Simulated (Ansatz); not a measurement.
Output of an Ansatz run (abridged):

```
WARN the atoms were moved onto the symmetric positions of the space group found under crystal.symmetry.tolerance 1.0e-5 (fractional …
WARN ansatz: RAYON_NUM_THREADS=1 ignored (pool sized by the plan → 1); use --threads N
Pseudopotentials: kind: paw
Pseudopotential: Be, paw, valence charge 2
Pseudopotential: Pd, paw, valence charge 18
Crystal: 10 atoms, lattice volume = 243.690 Å³
Basis set: ecut = 420.4159175005146 eV, 4781 PW (Γ), exchange–correlation on 40×54×300 points (8 copies of the dense FFT grid, shifted against one another)
Bands: 60, of which v1, the nominal top of the filled ones, is band 50 counted from 1 (49 counted from 0)
Symmetry: 8 space group operations
Space group: Pmmm (ITA 47), of the structure as read, at distance tolerance 6.2e-5 Å
k-points: 20 of 63
PAW frozen core: Be, regenerated for the run's functional, and the local potential with it
PAW frozen core: Pd, regenerated for the run's functional, and the local potential with it
Initial density: superposition of atomic densities (neutral atoms: chi_scale 0, normalization atom), corrected by the library's trained network
Initial wavefunctions: pseudopotential atomic-orbital guess
Eigensolver: davidson
Functional: x = pbesol(κ = 0.804, μ = 0.12345679012345678), c = pbesol(β = 0.046)
SCF iter   1: F=—  HF=-34988.555960 eV  |F-HF|=—  |Δ(HF+E_count)|=         —  Δρ=6.78e-3  dr2=1.13e-1  ethr=1.77e-3  ⟨swp⟩=13.7  Hψ=7527  notcnv=0  defer=13
all-band conjugate gradients solve this SCF's bands
preconditioner: auto → LDOS
SCF iter   2: F=—  HF=-34988.576023 eV  |F-HF|=—  |Δ(HF+E_count)|=   2.01e-2  Δρ=8.79e-3  dr2=1.78e-1  ethr=1.13e-4  ⟨swp⟩=2.6  Hψ=2569  notcnv=0  defer=30
SCF iter   3: F=—  HF=-34988.538189 eV  |F-HF|=—  |Δ(HF+E_count)|=   3.78e-2  Δρ=1.11e-3  dr2=3.31e-3  ethr=1.13e-4  ⟨swp⟩=2.5  Hψ=2513  notcnv=0  defer=30
SCF iter   4: F=—  HF=-34988.537536 eV  |F-HF|=—  |Δ(HF+E_count)|=   6.54e-4  Δρ=3.51e-4  dr2=2.98e-4  ethr=3.31e-6  ⟨swp⟩=2.8  Hψ=2199  notcnv=0  defer=30
SCF iter   5: F=—  HF=-34988.537491 eV  |F-HF|=—  |Δ(HF+E_count)|=   4.50e-5  Δρ=5.55e-5  dr2=1.27e-5  ethr=2.98e-7  ⟨swp⟩=2.4  Hψ=2095  notcnv=0  defer=30
SCF iter   6: F=—  HF=-34988.537446 eV  |F-HF|=—  |Δ(HF+E_count)|=   4.44e-5  Δρ=1.67e-5  dr2=7.63e-7  ethr=1.27e-8  ⟨swp⟩=2.8  Hψ=2034  notcnv=0  defer=26
SCF iter   7: F=—  HF=-34988.537447 eV  |F-HF|=—  |Δ(HF+E_count)|=   5.61e-7  Δρ=6.88e-6  dr2=2.49e-7  ethr=1.00e-10  ⟨swp⟩=18.0  Hψ=6348  notcnv=0
SCF iter   8: F=-34988.537447 eV  HF=-34988.537447 eV  |F-HF|=2.33e-10  |Δ(HF+E_count)|=   4.37e-9  Δρ=2.63e-6  dr2=2.38e-8  ethr=1.00e-10  ⟨swp⟩=6.8  Hψ=4799  notcnv=0
SCF 1 converged in 8 iterations: F = -34988.537447 eV  dr2 = 2.38e-8
SCF converged after 8 iterations
Free energy (F): -34988.537447 eV
Harris-Foulkes:  -34988.537447 eV  (|F-HF|=2.33e-10)
Internal energy: -34988.428448 eV  (E = F + TS)
E sigma→0 (E₀):  -34988.482947 eV
Entropy (-TS):   -0.108999 eV (-10.900 meV/atom)
Fermi energy:    4.857710 eV
--- Per-component energies (eV) ---
  E_band       = -2113.551920
  E_kinetic    = 2665.017362
  E_local      = -102295.375309  (includes V_loc(G=0)·N_el)
  E_nonlocal   = 1112.006862
  E_hartree    = 49609.408581
  E_xc         = -936.408892
  E_vxc        = -1159.993465  (∫ρ·V_xc dr)
  E_paw        = -18708.852215  (= ΣΔE_a)
  E_vpaw       = -1654.039646  (= ΣTr[D̂ρ^β])
  E_aug_tail   = 0.001065  (compensation charges beyond the density's cutoff)
  E_ewald      = 33564.213822
  E_core_change = 1.560277  (= ΣΔE_core)
  E_smearing   = -0.108999  (= −TS)
  E_closure    = 0.000000  (closes the sum)
  Σ components = -34988.537447   (vs F -34988.537447, Δ=0.00e0)
--- Forces (eV/Å), atoms counted from 1 ---
  atom   1  Be     0.00000000     0.00000000    -0.02351672
  atom   2  Pd     0.00000000     0.00000000     0.45432889
  atom   3  Be     0.00000000     0.00000000    -0.39848550
  atom   4  Pd     0.00000000     0.00000000     0.00834584
  atom   5  Be     0.00000000     0.00000000     0.00000000
  atom   6  Pd    -0.00000000     0.00000000     0.00000000
  atom   7  Be     0.00000000     0.00000000     0.39848550
  atom   8  Pd     0.00000000     0.00000000    -0.00834584
  atom   9  Be     0.00000000     0.00000000     0.02351672
  atom  10  Pd     0.00000000     0.00000000    -0.45432889
  max |Σ_I F_I| component: 1.24e-29 eV/Å
--- Stress (GPa, compression-positive) ---
       -4.507081       0.000000       0.000000
        0.000000      -2.508572       0.000000
        0.000000       0.000000      -1.228702
  P = ⅓ Tr σ = -2.7481 GPa (-27.481 kbar)
  The stress holds the Pulay correction. Without it, at fixed plane waves, as pw.x and ABINIT print it: P = -2.7669 GPa
--- Band table (eV; the first three rows and the last of 20) ---
  k-point 0: bands = ["-80.4202", "-80.3463", "-80.3449", "-79.6918", "-79.6918", "-46.2062", "-46.2017", "-46.0924", "-46.0836", "-46.0739", "-46.0608", "-46.0540", "-46.0442", "-46.0401", "-45.4962", "-45.4961", "-45.3866", "-45.3866", "-45.3515", [...]
  k-point 1: bands = ["-80.4200", "-80.3463", "-80.3452", "-79.6918", "-79.6918", "-46.2081", "-46.2047", "-46.0911", "-46.0861", "-46.0731", "-46.0574", "-46.0536", "-46.0441", "-46.0407", "-45.4963", "-45.4963", "-45.3866", "-45.3866", "-45.3512", [...]
  k-point 2: bands = ["-80.4193", "-80.3463", "-80.3457", "-79.6918", "-79.6918", "-46.2121", "-46.2110", "-46.0902", "-46.0884", "-46.0713", "-46.0528", "-46.0511", "-46.0440", "-46.0423", "-45.4967", "-45.4966", "-45.3866", "-45.3866", "-45.3506", [...]
  k-point 19: bands = ["-80.4048", "-80.3320", "-80.3320", "-79.6778", "-79.6778", "-46.2476", "-46.2224", "-46.2220", "-46.1970", "-46.1964", "-46.0749", "-46.0692", "-46.0359", "-46.0307", "-45.5628", "-45.5628", "-45.4799", "-45.4798", [...]
```

The structure:

```
CELL_PARAMETERS angstrom
      2.80321     0.00000     0.00000
      0.00000     3.96433     0.00000
      0.00000     0.00000    21.92871
ATOMIC_POSITIONS crystal
  Be 0.00000 0.75000 0.31922
  Pd 0.50000 0.25000 0.31922
  Be 0.00000 0.25000 0.40961
  Pd 0.50000 0.75000 0.40961
  Be 0.00000 0.75000 0.50000
  Pd 0.50000 0.25000 0.50000
  Be 0.00000 0.25000 0.59039
  Pd 0.50000 0.75000 0.59039
  Be 0.00000 0.75000 0.68078
  Pd 0.50000 0.25000 0.68078
```

Q: Write an input that gives this output.

A: Other spellings and defaults could give the same log, and not every line can be read from it. The input that was run (DFT, PBEsol, plane waves, default PAW files made with PBE):

Ansatz 0.2 input:
```yaml
# BePd
crystal:
  lattice:
    - [2.803205, 0.000000, 0.000000]
    - [0.000000, 3.964331, 0.000000]
    - [0.000000, 0.000000, 21.928713]
  atoms:
    - { symbol: Be, position: [0.000000, 0.750000, 0.319216] }
    - { symbol: Pd, position: [0.500000, 0.250000, 0.319216] }
    - { symbol: Be, position: [0.000000, 0.250000, 0.409609] }
    - { symbol: Pd, position: [0.500000, 0.750000, 0.409609] }
    - { symbol: Be, position: [0.000000, 0.750000, 0.500003] }
    - { symbol: Pd, position: [0.500000, 0.250000, 0.500003] }
    - { symbol: Be, position: [0.000000, 0.250000, 0.590391] }
    - { symbol: Pd, position: [0.500000, 0.750000, 0.590391] }
    - { symbol: Be, position: [0.000000, 0.750000, 0.680784] }
    - { symbol: Pd, position: [0.500000, 0.250000, 0.680784] }
basis:
  ecutwfc: 30.9 Ry
kpoints:
  mp_grid: { grid: [9, 7, 1] }
hamiltonian:
  xc: pbesol
  pseudopotentials: { kind: paw }
scf:
  occupations: { method: fermi_dirac, width: 0.0073 Ry }
output:
  forces: true
  eigenvalues: true
  stress: true
```

The starting cell comes from a database of computed structures (which also holds hypothetical and non-ambient phases and stackings), without a prior relaxation at this level. The slab is cut from that crystal, and its faces are unrelaxed. Its lattice was rescaled by up to half a per cent. Spin polarisation is off.

Ansatz is a first-principles code.
